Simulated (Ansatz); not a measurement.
**Mo₃Ge (Pm-3n): resistivity and electron-phonon coupling**

Input:

```xyz
8
Lattice="4.9062 0.0000 0.0000 0.0000 4.9062 0.0000 0.0000 0.0000 4.9062" Properties=species:S:1:pos:R:3 pbc="T T T"
Ge     0.0000     0.0000     0.0000
Ge     2.4531     2.4531     2.4531
Mo     1.2265     0.0000     2.4531
Mo     3.6796     0.0000     2.4531
Mo     2.4531     3.6796     0.0000
Mo     2.4531     1.2265     0.0000
Mo     0.0000     2.4531     3.6796
Mo     0.0000     2.4531     1.2265
```

The numbers are results of PBEsol, DFPT electron-phonon coupling, linearised Boltzmann equation (plane waves, PAW, scalar-relativistic; Ansatz, an electronic-structure program), not measurements. How the cell was made: relaxed with this functional, without spin-orbit coupling.

```json
{
 "resistivity at 300 K": "16.2 μΩ·cm",
 "resistivity at 77 K": "1.54 μΩ·cm",
 "electron mean free path at 300 K (weighted by the current that each state carries)": "6.5 nm",
 "drude_plasma_energy": "5.5 eV",
 "Hall coefficient at 300 K": "6.2 ×10⁻¹¹ m³/C"
}
```

A metal at this level (no band gap). Only scattering by harmonic phonons is included (no impurities, grain boundaries, electron-electron scattering or thermal expansion). Spin-orbit coupling is left out. Halving the electron mesh (20x20x20) moves the resistivity by up to 14 % at 300 K, the mean free path by up to 7 %. Smearing 0.20 eV; phonons on a 3x3x3 q mesh, which this run doesn't test and which matters most at low temperature.

Computed structure with no diffraction record at hand here (it may be known, metastable or hypothetical): Mo3Ge (Pm-3n).
